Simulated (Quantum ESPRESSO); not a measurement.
Troubleshooting Quantum ESPRESSO: a failed run on Cs2BaCl4 (I-42d, 14 atoms in the cell). The aim is a self-consistent single point with DFT, LDA (PZ), plane waves, GBRV 1.5 ultrasoft (LDA) pseudopotentials.

Cell that was meant: a = 8.6867 Å, b = 8.6867 Å, c = 8.6867 Å, α = 110.55°, β = 110.55°, γ = 107.34°.

Part of the input:

```fortran
/
&SYSTEM
    ibrav = 0,
    nat = 15,
    ntyp = 3,
    ecutwfc = 40,
    ecutrho = 200,
    occupations = 'fixed',
    nbnd = 65,
/
&ELECTRONS
    conv_thr = 1.0e-11,
[...]
Cl    0.09492000    0.21679000    0.74467000
Cl    0.64975000    0.90508000    0.12187000
Cl    0.47212000    0.35025000    0.25533000
Cs    0.48189800    0.12370100    0.86238900
K_POINTS {automatic}
3 3 3  0 0 0
```

Output, abridged:

```
     Self-consistent Calculation

     iteration #  1     ecut=    40.00 Ry     beta= 0.70

 %%%%%%%%%%%%%%%%%%%%%%%%%%%%%%%%%%%%%%%%%%%%%%%%%%%%%%%%%%%%%%%%%%%%%%%%%%%%%%
     Error in routine cdiaghg (211):
     S matrix not positive definite
 %%%%%%%%%%%%%%%%%%%%%%%%%%%%%%%%%%%%%%%%%%%%%%%%%%%%%%%%%%%%%%%%%%%%%%%%%%%%%%

     stopping ...
```

Task: Read the log: what does the program object to, and what is the fix?

Result: The fault is one atom entered twice; here the program stops on it instead of giving results. To fix it, remove the duplicate atom. The program stopped with an error at about iteration 1.

The sound input it was made from differs as follows (other fixes are possible):
```diff
-    nat = 15,
+    nat = 14,
-    nbnd = 65,
+    nbnd = 60,
-Cs    0.48189800    0.12370100    0.86238900
```

With that input, the run converged in 10 iterations: free energy E − TS -8998.5570 eV; top of the valence band (on the code's own zero) 2.27 eV; gap on the k-point mesh 4.52 eV; pressure -2.94 GPa; largest force (vector length) 0.067 eV/Å (DFT, LDA (PZ), plane waves, GBRV 1.5 ultrasoft (LDA) pseudopotentials).

On the sound input: the starting cell comes from a database of computed structures (which also holds hypothetical and non-ambient phases and stackings), without a prior relaxation at this level.
